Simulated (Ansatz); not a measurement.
The parent structure is GaSb in the zinc blende structure (space group F-43m, No. 216; a = 6.134 Å).

All numbers come from plane-wave PAW DFT at the r2SCAN level (Ansatz, a first-principles code, 500 eV), spin-orbit coupling left out, earlier PAW set.

Before the change:

The gap character is direct at Γ and the smallest direct gap is 0.41 eV.

Now apply this change: an isotropic linear strain of −4.05 %, atoms relaxed at fixed cell.

How does this affect the gap character and smallest direct gap?

The gap character becomes indirect, Γ → Γ–X (79 % along) (base: direct at Γ); the smallest direct gap grows by 0.98 eV to 1.39 eV.

With Sb present, leaving out spin-orbit coupling can change the band edges. Whether these cells are dynamically stable was not tested.
